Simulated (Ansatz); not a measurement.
Consider KMgF$_{3}$ in the cubic perovskite structure (space group Pm-3m, No. 221; a = 3.991 Å).

Computed with PBEsol (Ansatz, a program for electronic structure; PAW; 420 eV plane waves; no SOC).

For the base:

```
Quantity     Value
--------  --------
Pressure  0.01 GPa
Band gap   7.12 eV
```

It is then changed as follows: every lattice vector is shortened by 0.60 %; the atoms relax in the strained cell.

**Question.** How does this affect the pressure?

**Answer.** The pressure increases by 1.358 GPa (0.01 GPa → 1.36 GPa).

**Question.** How does this affect the band gap?

**Answer.** The band gap increases by 0.13 eV to 7.25 eV.

Whether these cells are dynamically stable was not tested.
